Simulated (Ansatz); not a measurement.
Results of LDA (Ansatz, a first-principles code, PAW) for P (model structure, started from the lonsdaleite type, P6₃/mmc, No. 194, 4 atoms in the cell).

Run with plane-wave cutoff 520 eV, 18×18×6 k mesh (along the axes of the cell as run), Fermi–Dirac smearing 0.05 eV, scalar-relativistic PAW data made under PBE.

The cell is the one relaxed with PBEsol. Conventional cell: a = 3.2361 Å, b = 3.2361 Å, c = 11.4670 Å, α = 90.00°, β = 90.00°, γ = 120.00°.

```
P
1.0
    3.23614     0.00000     0.00000
   -1.61807     2.80258     0.00000
    0.00000     0.00000    11.46698
P
4
Cartesian
  0.00000   1.86839   0.62298
  1.61807   0.93419   6.35647
  1.61807   0.93419  10.84399
  0.00000   1.86839   5.11050
```

Q: List the 11 lowest band energies at Γ above −25 eV (eV, relative to the valence band maximum), grouping those that round alike.

A: At Γ: -14.64, -14.63, -6.98, -6.73, -1.41, -0.32 (×4), -0.31, 3.59.

Note: the relaxation could raise the start's symmetry but not lower it, so the cell can be a saddle point; cell and atoms aren't relaxed at this level (largest force component 0.15 eV/Å, pressure -1.2 GPa).

A model structure was made by putting elements into a prototype or built by hand; it is no filed structure, need not be a known phase, and can be a saddle point held by its symmetry.
